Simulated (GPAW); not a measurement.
# GPAW run on Fe3Rh (Fm-3m, 4 atoms in the cell): self-consistent single point

Level of theory: PBEsol, GPAW PAW datasets PBEsol (made by gpaw-setup) (plane waves; GPAW 25.7.0).

Input:

```python
from ase import Atoms
from ase.units import GPa
from gpaw import GPAW

atoms = Atoms(['Fe', 'Fe', 'Fe', 'Rh'],
              cell=[[0.000000, 2.956486, 2.956486],
                    [2.956486, 0.000000, 2.956486],
                    [2.956486, 2.956486, 0.000000]],
              scaled_positions=[[0.750000, 0.750000, 0.750000],
                                [0.250000, 0.250000, 0.250000],
                                [0.000000, 0.000000, 0.000000],
                                [0.500000, 0.500000, 0.500000]],
              pbc=True)

atoms.set_initial_magnetic_moments([4.0, 4.0, 4.0, 1.0])

calc = GPAW(spinpol=True,
            mode={'name': 'pw', 'ecut': 850},
            xc='PBEsol',
            kpts={'size': (8, 8, 8), 'gamma': True},
            occupations={'name': 'methfessel-paxton', 'width': 0.272, 'order': 0},
            nbands=-10,
            symmetry={'symmorphic': False, 'tolerance': 0.0005},
            maxiter=120,
            txt='-')

atoms.calc = calc

energy = atoms.get_potential_energy()
print('Energy (eV):', round(energy, 6))
forces = atoms.get_forces()
print('Forces (eV/Ang):')
print(forces.round(5))
stress = atoms.get_stress()
print('Stress (GPa, Voigt):', (stress / GPa).round(4))
```

The program printed (abridged):

```
Input parameters:
  kpts: {gamma: True,
         size: (8, 8, 8)}
  maxiter: 120
  mode: {ecut: 850,
         name: pw}
  nbands: -10
  occupations: {name: methfessel-paxton,
                order: 0,
                width: 0.272}
  spinpol: True
  symmetry: {symmorphic: False,
             tolerance: 0.0005}
  xc: PBEsol

species:
  Fe:
    name: Iron
    Z: 26.0
    valence: 8
    core: 18
    charge: 0.0
    file: Fe.PBEsol.gz

    # Using partial waves for Fe as LCAO basis

  Rh:
    name: Rhodium
    Z: 45.0
    valence: 15
    core: 30
    charge: 0.0
    file: Rh.PBEsol.gz

    # Using partial waves for Rh as LCAO basis

Reference energy: -233831.110247  # eV

Spin-polarized calculation.
Initial magnetic moment: 13.000000

Convergence criteria:
 Maximum [total energy] change in last 3 cyles: 0.0005 eV / valence electron
 Maximum integral of absolute [dens]ity change: 0.0001 electrons / valence electron
 Maximum integral of absolute [eigenst]ate change: 4e-08 eV^2 / valence electron
 Maximum number of scf [iter]ations: 120

Symmetries present (total): 48
Symmetries with fractional translations: 0
512 k-points: 8 x 8 x 8 Monkhorst-Pack grid + [1/16,1/16,1/16]
29 k-points in the irreducible part of the Brillouin zone
       k-points in crystal coordinates                weights
   0:     0.00000000    0.00000000    0.00000000          1/512
   1:     0.12500000    0.12500000    0.00000000          6/512
   2:     0.12500000    0.12500000    0.12500000          8/512
   [... 7 lines left out ...]
          ...
  28:     0.50000000    0.50000000    0.50000000          4/512

Wave functions: Plane wave expansion
  Cutoff energy: 850.000 eV
  Number of coefficients (min, max): 2872, 2936
  Pulay-stress correction: 0.000000 eV/Ang^3 (de/decut=0.000000)

Occupation numbers: Methfessel-Paxton:
  width: 0.2720  # eV
  order: 0

Eigensolver

Densities:
  Coarse grid: 30*30*30 grid
  Fine grid: 60*60*60 grid
   [... lines left out ...]
  Backend: pulay
  Linear mixing parameter: 0.05
  old densities: 5
  Damping of long wavelength oscillations: 50

Hamiltonian:
  XC and Coulomb potentials evaluated on a 60*60*60 grid
  External potential:
    NoExternalPotential

XC parameters: PBEsol with 2 nearest neighbor stencil

Number of atoms: 4
Number of atomic orbitals: 39
Number of bands in calculation: 36
Number of valence electrons: 39
Bands to converge: occupied

Density initialized from atomic densities
  36 bands from LCAO basis set

Atomic positions and initial magnetic moments

Positions:
   0 Fe     4.434729    4.434729    4.434729    ( 0.0000,  0.0000,  4.0000)
   1 Fe     1.478243    1.478243    1.478243    ( 0.0000,  0.0000,  4.0000)
   2 Fe     0.000000    0.000000    0.000000    ( 0.0000,  0.0000,  4.0000)
   3 Rh     2.956486    2.956486    2.956486    ( 0.0000,  0.0000,  1.0000)

Unit cell:
           periodic     x           y           z      points  spacing
  1. axis:    yes    0.000000    2.956486    2.956486    30     0.1138
  2. axis:    yes    2.956486    0.000000    2.956486    30     0.1138
  3. axis:    yes    2.956486    2.956486    0.000000    30     0.1138

  Lengths:   4.181103   4.181103   4.181103
  Angles:   60.000000  60.000000  60.000000

Effective grid spacing dv^(1/3) = 0.1242
     iter     time        total  log10-change:  magmom
                         energy   eigst   dens
iter:   1 --:--:--   -36.681076                   +13.0142
iter:   2 --:--:--   -36.930375   -1.34  -1.50    +10.9245
iter:   3 --:--:--   -37.031726   -1.97  -1.60    +9.2232
iter:   4 --:--:--   -37.053912   -2.50  -1.73    +9.1966
iter:   5 --:--:--   -37.172312   -2.14  -1.81    +9.1890
iter:   6 --:--:--   -37.526096   -2.18  -2.06    +9.2006
iter:   7 --:--:--   -37.380602   -3.74  -1.74    +9.1960
iter:   8 --:--:--   -37.199528   -2.16  -1.85    +9.2968
iter:   9 --:--:--   -37.143045   -3.25  -2.19    +9.2017
iter:  10 --:--:--   -37.141734   -3.78  -2.90    +9.1680
iter:  11 --:--:--   -37.140005c  -4.30  -2.64    +9.1778
iter:  12 --:--:--   -37.139802c  -5.19  -3.07    +9.1760
iter:  13 --:--:--   -37.139997c  -5.73  -3.11    +9.1760
iter:  14 --:--:--   -37.139983c  -5.14  -3.15    +9.1747
iter:  15 --:--:--   -37.139814c  -5.50  -3.20    +9.1768
iter:  16 --:--:--   -37.139664c  -5.82  -3.15    +9.1751
   [... 2 lines left out ...]
   [... lines left out ...]
iter:  93 --:--:--   -37.138865c  -5.95  -3.96    +9.1792
iter:  94 --:--:--   -37.140093c  -5.22  -3.60    +9.1826
iter:  95 --:--:--   -37.139761c  -5.42  -3.46    +9.1793
iter:  96 --:--:--   -37.139682c  -6.85  -3.90    +9.1784
iter:  97 --:--:--   -37.139402c  -5.43  -4.25c   +9.1773
iter:  98 --:--:--   -37.139531c  -6.73  -3.15    +9.1779
iter:  99 --:--:--   -37.139398c  -6.45  -3.19    +9.1781
iter: 100 --:--:--   -37.139433c  -7.90c -3.29    +9.1782
iter: 101 --:--:--   -37.139521c  -6.79  -3.32    +9.1781
iter: 102 --:--:--   -37.139541c  -7.46c -3.47    +9.1778
iter: 103 --:--:--   -37.139534c  -8.75c -3.51    +9.1778
iter: 104 --:--:--   -37.139543c  -8.52c -3.48    +9.1777
iter: 105 --:--:--   -37.139571c  -6.62  -3.53    +9.1775
iter: 106 --:--:--   -37.139546c  -7.21  -3.33    +9.1776
iter: 107 --:--:--   -37.139542c  -8.48c -3.43    +9.1776
iter: 108 --:--:--   -37.139529c  -6.51  -3.43    +9.1777
iter: 109 --:--:--   -37.139635c  -6.41  -3.69    +9.1776
iter: 110 --:--:--   -37.139584c  -7.93c -4.48c   +9.1778
Converged after 110 iterations.

Dipole moment: (-0.000000, -0.000000, -0.000000) |e|*Ang

Total magnetic moment: (0.000000, 0.000000, 9.177794)
Local magnetic moments:
   0 Fe ( 0.000000,  0.000000,  2.838921)
   1 Fe ( 0.000000,  0.000000,  2.838921)
   2 Fe ( 0.000000,  0.000000,  2.589128)
   3 Rh ( 0.000000,  0.000000,  0.873570)

Energy contributions relative to reference atoms: (reference = -233831.110247)

Kinetic:        +13.657191
Potential:      -13.132232
External:        +0.000000
XC:             -37.788707
Entropy (-ST):   -0.091506
Local:           +0.169917
SIC:             +0.000000
--------------------------
Free energy:    -37.185337
Extrapolated:   -37.139584

Spin contamination: 0.169437 electrons
Showing only first 2 kpts
                      Up                     Down
 Kpt  Band  Eigenvalues  Occupancy  Eigenvalues  Occupancy
  0    17      8.11683    1.00000     11.29745    0.00000
  0    18      8.11683    1.00000     11.29745    0.00000
  0    19      8.85916    0.99996     11.33772    0.00000
  0    20      8.85916    0.99996     11.33772    0.00000

  1    17      8.03265    1.00000     11.22350    0.00000
  1    18      8.16645    1.00000     11.28566    0.00000
  1    19      8.75753    1.00000     11.29126    0.00000
  1    20      8.83548    0.99998     11.31546    0.00000

Fermi level: 9.62377

No gap
No difference between direct/indirect transitions
Energy (eV): -37.139584

Forces in eV/Ang:
  0 Fe   -0.00000    0.00000    0.00000
  1 Fe    0.00000    0.00000    0.00000
  2 Fe   -0.00000   -0.00000    0.00000
  3 Rh   -0.00000    0.00000    0.00000

Stress tensor:
     0.062014     0.000000     0.000000
     0.000000     0.062014     0.000000
     0.000000     0.000000     0.062014
Stress (GPa, Voigt): [9.9358 9.9358 9.9358 0.     0.     0.    ]
```

The run converged in 110 iterations. GPAW prints stress with tension positive.

The starting cell comes from a database of computed structures (which also holds hypothetical and non-ambient phases and stackings), without a prior relaxation at this level. Its lattice was rescaled by a random factor within 2.5 % of one. The magnetic order is the one reached from the typed start; others were not searched systematically. With a pressure of about -10 GPa the cell is away from its equilibrium volume at this level.

Cost on one core of a shared machine: roughly 9 min.
